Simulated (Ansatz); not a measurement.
Base system: MgS in the rock salt structure (space group Fm-3m, No. 225).

```
CELL_PARAMETERS angstrom
      0.00000     2.60152     2.60152
      2.60152     0.00000     2.60152
      2.60152     2.60152     0.00000
ATOMIC_POSITIONS crystal
  Mg 0.00000 0.00000 0.00000
  S  0.50000 0.50000 0.50000
```

Cartesian axes are those of the cell as printed.

Method: r2SCAN, PAW, 500 eV (Ansatz, a program for electronic structure; no spin-orbit coupling).

For the base:

The shortest interatomic distance comes out as 2.602 Å and the pressure is 0.00 GPa. The valence-band top at Γ comes out as 0.00, 0.00, 0.00 eV.

Now apply this change: biaxial strain −0.42 %, plane normal [111], relaxed out of plane (Cartesian); in-plane vectors clamped, the third vector and the atoms free.

Predict the new shortest interatomic distance, pressure, valence-band top at Γ and out-of-plane strain.

The shortest interatomic distance falls by 0.0055 Å, from 2.602 Å to 2.596 Å; the pressure (mean of the normal stresses, compression positive) goes from zero to 0.51 GPa; the valence-band top at Γ (three highest levels, from the VBM) becomes 0.00, 0.00, -0.06 eV (base: 0.00, 0.00, 0.00 eV); the out-of-plane strain amounts to +0.21 %.

The levels and masses belong to the bands next to the band gap. Whether these cells are dynamically stable was not tested.
